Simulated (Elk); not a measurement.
A self-consistent single point of GaCo (P1, 2 atoms in the cell) with Elk.

Computed with PBEsol, all-electron FP-LAPW, Elk's shipped species files, default APW+lo basis (Elk).

```yaml
crystal:
  lattice:
    - [2.84723, 0.00000, 0.00000]
    - [0.00000, 2.84723, 0.00000]
    - [0.00000, 0.00000, 2.84723]
  atoms:
    - { symbol: Ga, position: [0.50032, 0.49863, 0.50471] }
    - { symbol: Co, position: [0.99968, 0.00137, 0.99529], spin: 3.0 }
```
(The spins are starting values, not results.)

Reference input (self-consistent single point, DFT, PBE, all-electron FP-LAPW, Elk's shipped species files, default APW+lo basis): xctype = 20; spinpol = true; rgkmax = 7; stype = 3; swidth = 0.00367493 Ha; ngridk = 7 7 7; reducebf = 0.5; rmtscf = 0.9; bfcmt = [[0.0, 0.0, 0.0], [0.0, 0.0, -0.75]]. This run's input differs from it in these lines:

```diff
@@ -4,3 +4,3 @@
 xctype
-  20
+  22
```

The program printed (abridged):

```
│ Self-consistent loop started │
│ Loop number : 1 │
 total energy                :     -3339.51521889
 total moment                :    1.037359320
│ Loop number : 2 │
 total energy                :     -3339.30992783
 total moment                :    1.043477421
RMS change in Kohn-Sham potential (target) :    1.771206043     (  0.1000000000E-05)
Absolute change in total energy (target)   :   0.2052910615     (  0.1000000000E-03)
│ Loop number : 3 │
 total energy                :     -3341.28232699
 total moment                :   0.9470935069
RMS change in Kohn-Sham potential (target) :    1.713502682     (  0.1000000000E-05)
   [... lines left out ...]
│ Loop number : 20 │
 total energy                :     -3335.00134193
 total moment                :  -0.4761259231E-03
RMS change in Kohn-Sham potential (target) :   0.4931859982E-05 (  0.1000000000E-05)
Absolute change in total energy (target)   :   0.2362263403E-03 (  0.1000000000E-03)
│ Loop number : 21 │
 total energy                :     -3335.00123527
 total moment                :  -0.1616612269E-03
RMS change in Kohn-Sham potential (target) :   0.6387392905E-06 (  0.1000000000E-05)
Absolute change in total energy (target)   :   0.4760257025E-04 (  0.1000000000E-03)
Convergence targets achieved

│ Loop number : 22 │

Energies :
 Fermi                       :     0.368701925298
 xc effective B-field        :    -0.408802616808E-09
 external B-field            :      0.00000000000
 total energy                :     -3335.00125086
 (external B-field energy excluded from total)

Density of states at Fermi energy :    35.24094197
 (states/Hartree/unit cell)

Estimated indirect band gap :   0.7959350296E-02
 from k-point    151 to k-point    271
Estimated direct band gap   :   0.2271493306E-01
 at k-point    186

Charges :
 core                        :    30.00000000
 valence                     :    28.00000000
 interstitial                :    2.910007202
 muffin-tins (core leakage)
  species :    1 (Ga)
   atom    1                 :    29.30000044     (  0.2702766736E-02)
  species :    2 (Co)
   [... lines left out ...]
 total charge                :    58.00000000
 error                       :   0.8673722843E-02

Moments :
 interstitial                :   0.2024730531E-05
 muffin-tins
  species :    1 (Ga)
   atom    1                 :   0.3018656227E-05
  species :    2 (Co)
   atom    1                 :  -0.1203086452E-03
 total in muffin-tins        :  -0.1172899890E-03
 total moment                :  -0.1152652585E-03

│ Self-consistent loop stopped │
```

The run converged in 22 iterations. The count includes the last loop, which Elk runs after its targets are met. 

The starting cell comes from a database of computed structures (which also holds hypothetical and non-ambient phases and stackings), without a prior relaxation at this level. Its atoms were displaced at random from the sites of space group no. 221. The starting moments vanished: the run ended non-magnetic, which need not be the lowest state. Values depend on the basis (sphere radii, cutoffs, local orbitals), which need not be converged. The log's line on a gap gives a spacing of levels on this mesh, which the program prints for metals too.

Cost on one core of a shared machine: roughly 3 min.
